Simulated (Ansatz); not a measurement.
Ag (model structure, I4₁/amd, No. 141): properties by level of theory

| level (code) | lattice constant a (Å) | c axis length (Å) | bulk modulus (GPa) | cohesive energy (eV/atom) |
|---|---|---|---|---|
| LDA (Ansatz) | 5.129 | 2.682 | 114 | 3.33 |
| PBE (Ansatz) | 5.327 | 2.785 | 73.8 | 2.29 |
| PBEsol (Ansatz) | 5.200 | 2.721 | 96.9 | 2.80 |
| r²SCAN (Ansatz) | 5.264 | 2.752 | 85.8 | 2.63 |

Caveats: the bulk modulus is −V dP/dV from two relaxed cells at ±2 % in volume (LDA, PBE, PBEsol, r²SCAN). Ansatz's density-functional and Hartree–Fock values are scalar-relativistic unless marked +SOC, with PAW data made under PBE.

Static lattice: no zero-point or thermal effects.

A model structure was made by putting elements into a prototype or built by hand; it is no filed structure, need not be a known phase, and can be a saddle point held by its symmetry.

Ansatz is a first-principles code.
